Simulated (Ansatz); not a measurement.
The parent structure is HgS (space group P3_221, No. 154; a = 4.465 Å, c = 9.758 Å; made of chains). Axes: x lies along a and z along c of the hexagonal cell.

It is then changed as follows: uniaxial strain ε_zz = +3.00 %, all other strain components held at zero, atoms relaxed at fixed cell.

Levels (all Ansatz, a quantum-chemistry and plane-wave program, PAW): PBE (420 eV, scalar-relativistic without spin-orbit coupling); HSE06 (420 eV, without spin-orbit coupling).

The geometry is relaxed with PBE.

```
Property       Result
------------  -------
PBE band gap  1.84 eV
```

Task: How does going to HSE06 change the band gap?

Result: The band gap goes up by 0.96 eV, from 1.84 eV to 2.80 eV.

Single points use the geometry relaxed with PBE. The hybrid gap comes from the SCF mesh plus the semilocal run's edge points and a few special points and is an upper bound. Spin-orbit coupling, missing from the scalar runs, can matter with Hg. Stability against distortions was not tested. No dispersion term is included, though the crystal is made of layers, chains or molecules, so its spacings can come out too wide.
